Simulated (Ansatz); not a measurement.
An Ansatz (a program for electronic structure) input (r2SCAN, PAW, 500 eV (Ansatz; spin-orbit coupling left out)):

Ansatz 0.2 input:
```yaml
crystal:
  lattice:
    - [5.5285282209, 0, 0]
    - [0, 5.5285282209, 0]
    - [2.7642641104, -2.7642641104, 3.6316230247]
  atoms:
    - { symbol: Te, position: [0.25, 0.25, 0.5] }
    - { symbol: Sr, position: [0, 0, 0] }
basis: { ecutwfc: 500, ecutrho_ratio: 4, xc_grid: 4, fft_grid_basis: typed }
kpoints: { mp_grid: { grid: [8, 8, 8] } }
hamiltonian:
  xc: r2scan
  dispersion: none
  pseudopotentials: { kind: paw }
scf: { occupations: { method: fermi_dirac, width: 0.05 } }
relax: { f_tol: 0.005, max_steps: 50, cell: { stress_tol: 0.01, fix: [a, b, gamma] } }
output: { forces: true, stress: true }
checkpoint: { write: state.ck, write_every: 1000 }
```

**Question.** Which symmetry and how many k-points will the program report, and about how many plane waves at Γ?

**Answer.** Space group I-4m2 (ITA 119) with 8 operations, k-points 59 of 512, and 2837 plane waves at Γ.

The cells carry an imposed strain or load. Whether these cells are dynamically stable was not tested. The cell was made from SrTe in the zinc blende structure (space group F-43m, No. 216; a hypothetical phase, not in the database extracts checked) by this change: biaxial strain +4.97 %, plane normal [001], relaxed out of plane.
